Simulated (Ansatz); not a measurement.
Start from Hf in the hcp (Mg type) structure (space group P6_3/mmc, No. 194; a = 3.204 Å, c = 5.073 Å; relaxed with 0.1 eV smearing).

Level of theory: PBE/PAW in Ansatz (a program for electronic structure), no SOC.

Strains are applied to the cell and any free atomic positions relax.

One change was made to it. Results:

The energy grows by 16 meV/atom; the pressure (mean of the normal stresses, compression positive) goes from zero to 5.2 GPa.

**Question.** Name the change that was made.
A) isotropic strain −1.50 %
B) isotropic strain −0.50 %
C) isotropic strain +1.00 %
D) isotropic strain +2.00 %
E) isotropic strain −3.00 %

**Answer.** A, isotropic strain −1.50 %. For comparison, the energy relative to the base in the other runs: isotropic strain −3.00 % gives +65 meV/atom; isotropic strain +1.00 % gives +6.6 meV/atom; isotropic strain +2.00 % gives +26 meV/atom; isotropic strain −0.50 % gives +1.7 meV/atom.

No phonon test of stability was made. All final runs are without spin polarisation.
